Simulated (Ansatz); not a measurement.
The reference is TiB2 (space group P6/mmm, No. 191; a = 3.0174 Å, c = 3.1851 Å). Axes: x lies along a and z along c of the hexagonal cell.

Method: Ansatz (an electronic-structure program) PBEsol, no spin-orbit coupling.

Before the change:

| Item | Result |
|---|---|
| Pressure | 0.0 GPa |

It is then changed as follows: uniaxial strain ε_xx = +2.00 %, all other strain components held at zero; the atoms relax in the strained cell.

Q: Predict the new energy relative to the base.

A: The energy increases by 6.8 meV/atom.

Q: What happens to the pressure?

A: The pressure (mean of the normal stresses, compression positive) goes from zero to -5.4 GPa.

The mesh was chosen for an insulator and is coarse for the gapless case. Without a gap, meshes like the base's 13×13×10 leave anisotropic stresses uncertain by several tenths of a GPa, and small strain energies with them. No phonon test of stability was made. The final runs are not spin-polarised.
